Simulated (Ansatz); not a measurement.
A computed series for AlAs: carrier doping

Take AlAs in the zinc blende structure (space group F-43m, No. 216; a = 5.7284 Å) as the base.

Carriers are added at fixed cell with a uniform background; the Fermi–Dirac width is that of 300 K.

Method: Ansatz (an electronic-structure program), PBE, PAW, cutoff 420 eV, no spin-orbit coupling.

Notes on the quantities. Fermi level from band edge: Fermi level relative to the doped band's edge (positive inside the band; to 0.05 eV).

```tsv
electron density (10^21 cm⁻³)	Fermi level from band edge (eV)
0.7	0.30
2	0.55
5	?
7	1.00
```

Task: Fit E_F = C n^s, fitted as a line in log–log form (a parabolic band gives s = 2/3) to the rows shown and predict the withheld row.

Result: Least squares on the printed values gives C = 0.37 eV, s = 0.52 (largest residual 0.02 eV); this predicts 0.85 eV, and the run gives 0.85 eV, in agreement.

Charged cell with a jellium background: band edges are those of the host's band count, energies are not comparable with the neutral cell, and many-body gap narrowing is missing. No phonon test of stability was made.
